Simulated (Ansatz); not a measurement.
Band structure of RuSi (P2_13, 8 atoms in the cell).

```xyz
8
Lattice="4.5961 0.0000 0.0000 0.0000 4.5961 0.0000 0.0000 0.0000 4.5961" Properties=species:S:1:pos:R:3 pbc="T T T"
Si     0.7446     1.5535     3.0426
Si     3.0426     0.7446     1.5535
Si     3.8516     3.8516     3.8516
Si     1.5535     3.0426     0.7446
Ru     4.0078     2.8864     1.7098
Ru     1.7098     4.0078     2.8864
Ru     0.5883     0.5883     0.5883
Ru     2.8864     1.7098     4.0078
```

Method: PBE (plane waves, PAW; Ansatz, an electronic-structure program).

Settings: basis.ecutwfc = 30.9 Ry; kpoints.mp_grid.grid = 7 7 7; hamiltonian.xc = pbe; hamiltonian.pseudopotentials = {kind: paw} (the program's default PAW files); scf.occupations.method = fermi_dirac; scf.occupations.width = 0.0037 Ry; kpoints.band_path.npoints = 8.

The starting cell has typed, rounded lattice constants, without a prior relaxation at this level. Its lattice was rescaled by a random factor within 2.5 % of one. Spin polarisation is off.

Predict the gap along the standard path and the places of the band edges.

The gap along the path is 0.24 eV, from a point between Γ and X to a point between M and Γ; the smallest direct gap on it is 0.39 eV.

Levels in eV from the top of the valence band on the path, bands 37 to 44:
```tsv
point	37	38	39	40	41	42	43	44
Γ	-0.54	-0.54	-0.37	-0.37	1.16	1.16	1.16	3.48
X	-1.04	-1.04	-0.18	-0.18	0.32	0.32	2.47	2.47
M	-1.87	-1.87	-0.98	-0.98	1.14	1.14	1.65	1.65
R	-1.22	-1.22	-1.22	-1.22	0.77	0.77	0.77	0.77
```

Keys are those of Ansatz 0.2.
